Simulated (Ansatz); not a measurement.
SnC under load (space group R3m), PBE with spin-orbit coupling, rigid bands (Ansatz, a quantum-chemistry and plane-wave program). Condition of this run: biaxial stress in (111) of 7.5 GPa (compression positive) (the target of the relaxation). Band gap 0.87 eV, N_c = 8.56e17 cm⁻³ and N_v = 2.11e19 cm⁻³ at 300 K, conductivity masses of 0.111 mₑ (electrons) and 0.519 mₑ (holes). Take k_BT = 0.02585 eV.

**Question.** What thermal injection velocity √(2k_BT/πm) limits a ballistic channel?

**Answer.** 1.61e7 cm/s for electrons and 7.47e6 cm/s for holes, a ratio of √(m_h/m_e) = 2.16, for dilute carriers.

**Question.** Find the intrinsic carrier density and the intrinsic Fermi level.

**Answer.** n_i = √(N_c N_v) exp(−E_g/2k_BT) = 4.25e18 × exp(−16.83) = 2.1e11 cm⁻³. The level lies (k_BT/2) ln(N_v/N_c) = 41 meV from mid-gap (positive towards the conduction band). Each 0.1 eV added to the gap lowers n_i by a factor of 6.9.

**Question.** A film of it is 8 nm thick. Estimate the confinement energies in an infinite well.

**Answer.** ħ²π²/(2m t²) = 0.376 eV·nm²/(m/mₑ × t²) gives 52.9 meV for electrons and 11.3 meV for holes, so the gap would widen to about 0.93 eV. Finite barriers and nonparabolic bands lower this, and with several valleys or bands the heaviest mass along the normal sets the lowest level, not this average.

Rigid bands with the computed gap; masses take one relaxation time for all states. Geometry: cell and atoms relaxed with PBEsol.

Computed structure with no diffraction record at hand here (it may be known, metastable or hypothetical): SnC under load (space group R3m).
